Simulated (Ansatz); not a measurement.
ZnSe (F-43m), r2SCAN with spin-orbit coupling, rigid bands in Ansatz (a quantum-chemistry and plane-wave program): N_v = 2.56e19 cm⁻³ at 300 K and a hole conductivity mass of 0.667 mₑ.

Q: For 1e16 holes per cm³ at 300 K, place the Fermi level, estimate the Seebeck coefficient of a parabolic band with constant τ, and give mobility and conductivity for τ = 20 fs.

A: The level lies k_BT ln(N_v/p) = 0.203 eV above the valence-band maximum. S ≈ +(k_B/e)[ln(N_v/p) + 5/2] = 892 μV/K, against 893 μV/K from the full bands (mean over directions). μ = eτ/m = 52.7 cm²/(V·s) and σ = peμ = 0.0845 S/cm. τ is assumed, not computed.

Band transport and this doping are assumed; polarons and phonon drag are left out. Geometry: cell and atoms relaxed with PBEsol.
